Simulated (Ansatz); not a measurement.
Consider a periodic stack without vacuum, hcp Y (0 0 1) on wurtzite ZnO (1 0 0) (film strained to the substrate, started from cuts of the bulks and a machine-learned relaxation; slabs Zn20O20 and Y12, which can lie off the formulas): substrate slab Zn20O20, film Y12, surface cells [[1, 1], [-2, 0]] and [[1, 2], [-2, -1]], film strained by -3.5 and +3.5 %, outermost planes OZn/OZn and Y/Y as cut, which need not be the usual terminations and can put a slab off its formula. Its start:

```yaml
crystal:
  lattice:
    - [6.22730, 0.00000, 0.02746]
    - [-3.45416, 5.57575, -0.00029]
    - [1.93148, -2.01958, 25.02089]
  atoms:
    - { symbol: Zn, position: [0.50591, 0.56325, 0.07803] }
    - { symbol: Zn, position: [0.47286, 0.05136, 0.08122] }
    - { symbol: Zn, position: [0.00098, 0.55920, 0.02946] }
    - { symbol: Zn, position: [0.98812, 0.03125, 0.03404] }
    - { symbol: O, position: [0.87626, 0.74692, 0.07746] }
    - { symbol: O, position: [0.85142, 0.23806, 0.07384] }
    - { symbol: O, position: [0.42610, 0.25151, 0.02639] }
    - { symbol: O, position: [0.41376, 0.74494, 0.02745] }
    - { symbol: Zn, position: [0.46543, 0.83455, 0.19142] }
    - { symbol: Zn, position: [0.46487, 0.34024, 0.19138] }
    - { symbol: Zn, position: [0.96889, 0.82388, 0.15378] }
    - { symbol: Zn, position: [0.96751, 0.32170, 0.14954] }
    - { symbol: O, position: [0.84344, 0.02993, 0.19106] }
    - { symbol: O, position: [0.84333, 0.52343, 0.19093] }
    - { symbol: O, position: [0.34968, 0.51296, 0.15077] }
    - { symbol: O, position: [0.34766, 0.01303, 0.15488] }
    - { symbol: Zn, position: [0.44773, 0.12726, 0.30571] }
    - { symbol: Zn, position: [0.44948, 0.62475, 0.30609] }
    - { symbol: Zn, position: [0.95228, 0.11285, 0.26707] }
    - { symbol: Zn, position: [0.95588, 0.61220, 0.26655] }
    - { symbol: O, position: [0.82700, 0.31647, 0.30538] }
    - { symbol: O, position: [0.82884, 0.81453, 0.30504] }
    - { symbol: O, position: [0.33496, 0.80231, 0.26758] }
    - { symbol: O, position: [0.33157, 0.30227, 0.26710] }
    - { symbol: Zn, position: [0.42655, 0.41629, 0.42431] }
    - { symbol: Zn, position: [0.43265, 0.91703, 0.41812] }
    - { symbol: Zn, position: [0.93876, 0.40858, 0.38125] }
    - { symbol: Zn, position: [0.93896, 0.90067, 0.38114] }
    - { symbol: O, position: [0.80933, 0.60713, 0.42200] }
    - { symbol: O, position: [0.81118, 0.10559, 0.41722] }
    - { symbol: O, position: [0.31695, 0.09809, 0.38160] }
    - { symbol: O, position: [0.31688, 0.58957, 0.38177] }
    - { symbol: Zn, position: [0.41400, 0.72673, 0.54093] }
    - { symbol: Zn, position: [0.40949, 0.19726, 0.54176] }
    - { symbol: Zn, position: [0.94520, 0.71089, 0.49490] }
    - { symbol: Zn, position: [0.90920, 0.19229, 0.49146] }
    - { symbol: O, position: [0.82851, 0.92157, 0.54464] }
    - { symbol: O, position: [0.82748, 0.42396, 0.54456] }
    - { symbol: O, position: [0.28480, 0.37926, 0.50010] }
    - { symbol: O, position: [0.31407, 0.89273, 0.49424] }
    - { symbol: Y, position: [0.34500, 0.96354, 0.64296] }
    - { symbol: Y, position: [0.00164, 0.28700, 0.60336] }
    - { symbol: Y, position: [0.73000, 0.65085, 0.61010] }
    - { symbol: Y, position: [0.95915, 0.61402, 0.74025] }
    - { symbol: Y, position: [0.72646, 0.99504, 0.72794] }
    - { symbol: Y, position: [0.33690, 0.38435, 0.72227] }
    - { symbol: Y, position: [0.34210, 0.08950, 0.82872] }
    - { symbol: Y, position: [0.96310, 0.33085, 0.85208] }
    - { symbol: Y, position: [0.58798, 0.72068, 0.84457] }
    - { symbol: Y, position: [0.99021, 0.76816, 0.93005] }
    - { symbol: Y, position: [0.61188, 0.07042, 0.96951] }
    - { symbol: Y, position: [0.34716, 0.43114, 0.96157] }
```

The start was prepared with a machine-learned potential, and the result is one local minimum, with the in-plane cell held and forces under 0.04 eV/Å; the film can end far from its bulk form.

These are PBE (plane waves to 420 eV, PAW; Ansatz, a first-principles code) values and carry that method's errors. Scalar-relativistic, without spin–orbit coupling; the runs are not spin-polarised; PBE gaps are too small against experiment. Its k-point mesh 5×5×1, Fermi–Dirac width 0.05 eV.

Question: Predict the relaxed interface.

Answer: 
```
Quantity                                                                                   Value
-------------------------------------------------------------------------------  ---------------
interface area                                                                           34.7 Å²
period                                                                                   25.32 Å
heights between the nearest atoms of the two slabs at the two interfaces         1.46 and 1.42 Å
Y–Zn contacts across the interfaces within 1.22 times the sum of covalent radii  16, mean 2.98 Å
O–Y contacts across the interfaces within 1.22 times the sum of covalent radii   10, mean 2.48 Å
```
